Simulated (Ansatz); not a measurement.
Amorphous Al28O44Si, 73 atoms at 3.15 g/cm³, one PBE-relaxed geometry, zone centre. Methods: PBE, scalar-relativistic without spin-orbit coupling (Ansatz, a program for electronic structure); r2SCAN, scalar-relativistic without spin-orbit coupling (Ansatz); HSE06, scalar-relativistic without spin-orbit coupling (Ansatz). Plane waves to 420 eV (r2SCAN 500 eV); exact exchange is cut at the cell's faces. At PBE the levels at the filled edge of the gap are localised (band-tail or defect states), and the nearest spread-out levels lie 3.9 eV apart at the zone centre. All rungs ran without spin polarisation.

Preparation: random packing, a CHGNet melt and quench, and a DFT relaxation. O atoms were pushed apart under 1.9 Å during the dynamics, to hinder bonds among them. The hot cell started wider than the set density and was brought back towards it in steps. It is the lowest in DFT energy of 2 quenches. It is a model cell: composition and starting density were chosen by hand, and all elements were melted together. No dispersion term was used. Its density started from a set value of 3.06 and ended at 3.15 g/cm³. The quench (nominally 410 K/ps over its main leg) was far faster than any real one, so the model tends to hold more defects than a real film. Values belong to this one cell and scatter from quench to quench. Volume and shape were free in the relaxation.

The relaxation ran on the zone centre alone. At PBE the level gap is 3.49 eV on a 2×2×2 Γ-centred mesh, and the spacing at the zone centre alone 3.50 eV.

What zone-centre spacing does r2SCAN give, roughly?

4.16 eV (+0.66 eV against PBE).

What zone-centre spacing does HSE06 give, roughly?

5.22 eV (+1.73 eV against PBE).

The highest filled and the lowest empty state spread over these numbers of atoms (participation numbers): PBE: 2.2 and 66.8; r2SCAN: 2.2 and 65.7; HSE06: 2.2 and 66.1.
